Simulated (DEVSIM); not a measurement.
System: Mo/SiO2/p-Ge capacitor, at 300 K.

```tsv
layer (left to right)	material	thickness (nm)	Na (cm⁻³)
1	SiO2	11.0	-
2	Ge	17000	1.2e15
```

Metal gate on the left, work function 4.6 eV. Fixed charge at the semiconductor interface 0 cm⁻² (in units of +e); no interface traps.

Constants are typed, rounded textbook-type inputs, not results; the design itself was drawn at random and stands for no fabricated device. Values at 300 K.

| parameter | SiO2 | Ge |
|---|---|---|
| gap (eV) | 9 | 0.664 |
| affinity (eV) | 0.9 | 4 |
| permittivity | 3.9 | 16 |
| Nc (cm⁻³) | - | 1.04e19 |
| Nv (cm⁻³) | - | 6e18 |

Simulated with DEVSIM: 1D Poisson equation in equilibrium, Boltzmann statistics, complete ionisation; no quantum confinement or tunnelling. Metal contacts follow the ideal Schottky-Mott rule: no Fermi-level pinning, no interface dipoles.

**Question.** Tabulate band edges, carrier densities and field at -0.6 V on the gate.

**Answer.** Energies count from the Fermi level of the right contact; mesh points crowd at the junctions.

| x (μm) | Ec (eV) | Ev (eV) | n (cm⁻³) | p (cm⁻³) | field (V/cm) |
|---|---|---|---|---|---|
| 0.000 | 4.300 | -4.700 | < 1e2 | < 1e2 | -510000 |
| 0.001641 | 4.217 | -4.783 | < 1e2 | < 1e2 | -510000 |
| 0.005098 | 4.042 | -4.958 | < 1e2 | < 1e2 | -510000 |
| 0.008892 | 3.849 | -5.151 | < 1e2 | < 1e2 | -510000 |
| 0.01112 | 0.641 | -0.023 | 1.8e8 | 2.5e18 | -120000 |
| 0.01316 | 0.621 | -0.043 | 3.8e8 | 1.1e18 | -81000 |
| 0.01841 | 0.590 | -0.074 | 1.3e9 | 3.4e17 | -44000 |
| 0.04092 | 0.535 | -0.129 | 1.1e10 | 4.1e16 | -15000 |
| 0.09013 | 0.493 | -0.171 | 5.4e10 | 8.2e15 | -5200 |
| 0.2173 | 0.460 | -0.204 | 2.0e11 | 2.2e15 | -1300 |
| 0.5457 | 0.445 | -0.219 | 3.5e11 | 1.3e15 | -98 |
| 1.888 | 0.444 | -0.220 | 3.6e11 | 1.2e15 | ≈ 0 |
| 4.862 | 0.444 | -0.220 | 3.6e11 | 1.2e15 | ≈ 0 |
| 11.16 | 0.444 | -0.220 | 3.6e11 | 1.2e15 | ≈ 0 |
| 15.34 | 0.444 | -0.220 | 3.6e11 | 1.2e15 | ≈ 0 |
| 16.37 | 0.444 | -0.220 | 3.6e11 | 1.2e15 | ≈ 0 |
| 16.76 | 0.444 | -0.220 | 3.6e11 | 1.2e15 | ≈ 0 |
| 16.91 | 0.444 | -0.220 | 3.6e11 | 1.2e15 | ≈ 0 |
| 16.98 | 0.444 | -0.220 | 3.6e11 | 1.2e15 | ≈ 0 |
| 17.00 | 0.444 | -0.220 | 3.6e11 | 1.2e15 | ≈ 0 |
| 17.01 | 0.444 | -0.220 | 3.6e11 | 1.2e15 | ≈ 0 |
| 17.01 | 0.444 | -0.220 | 3.6e11 | 1.2e15 | ≈ 0 |
